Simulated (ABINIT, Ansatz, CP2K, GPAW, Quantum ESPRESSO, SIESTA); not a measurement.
**Code comparison for Sr2Ir (Fm-3m, 3 atoms in the cell)**

Self-consistent single point.

```
CELL_PARAMETERS angstrom
      0.00000     3.58442     3.58442
      3.58442     0.00000     3.58442
      3.58442     3.58442     0.00000
ATOMIC_POSITIONS crystal
  Sr 0.75000 0.75000 0.75000
  Sr 0.25000 0.25000 0.25000
  Ir 0.00000 0.00000 0.00000
```

All programs got the same cell, k-point mesh and kind of occupations (in Ansatz's words: kpoints.mp_grid.grid = 6 6 6; scf.occupations.method = gaussian; scf.occupations.width = 0.136 eV); potentials, basis and cutoffs are each program's usual ones.

```
code                                                                                                                                 model  pressure (GPa)  k-points       cutoff
----------------  ------------------------------------------------------------------------------------------------------------------------  --------------  --------  -----------
SIESTA            LDA PW92, numerical atomic orbitals TZP, PseudoDojo LDA standard norm-conserving potentials (rewritten from UPF to PSML)            3.08       132  grid 400 Ry
Ansatz                                                                                                 LDA (PW92), PAW files made with PBE           -2.51        16       420 eV
GPAW                                                                         LDA (Perdew-Wang 92), GPAW PAW datasets LDA (gpaw-data 1.0.1)           -2.16        16       600 eV
Quantum ESPRESSO                                                                       LDA (PZ), GBRV 1.5 ultrasoft (LDA) pseudopotentials           -2.69        16        40 Ry
CP2K                                                  LDA (Pade form), GPW, DZVP-MOLOPT-SR-GTH basis, GTH-PADE potentials (GTH_POTENTIALS)           -2.40       112  grid 500 Ry
ABINIT                                                     LDA (PW92), norm-conserving pseudopotentials (PseudoDojo nc-sr-04 LDA standard)           -2.55        16       925 eV
```

The spread over the programs that give each value: pressure within 5.77 GPa.

The starting cell comes from a database of computed structures (which also holds hypothetical and non-ambient phases and stackings), without a prior relaxation at this level. Its lattice was rescaled by a random factor within 2.5 % of one. On Ansatz's run: Spin-orbit coupling is off. Spin polarisation is off.

Question: Why do the programs differ, and what cannot be compared?

Answer: Differences of this kind can come from the potentials, where these differ, and from what each basis and cutoff leave unconverged. The valence holds different numbers of electrons (SIESTA 37, Ansatz (an electronic-structure program) 37, GPAW 35, Quantum ESPRESSO 35, CP2K 37, ABINIT 37). The zero of total energies and Fermi levels follows the potentials and each program's conventions, so they are not compared here. SIESTA and CP2K use small atom-centred bases, whose incompleteness enters pressures, forces and empty levels differently from a plane-wave cutoff. Ansatz's pressure is given at a fixed set of plane waves, as the other plane-wave codes print theirs. The same LDA comes in different parametrisations, which differ slightly. The programs reduce the same mesh by symmetry to different extents, which changes the work and not the result. In the pressure, SIESTA (by 5.61) lies more than 1 GPa from the median of the plane-wave programs.

Left out of this page: Elk and FLEUR (not drawn, or without a comparable value).

Keys are those of Ansatz 0.2.
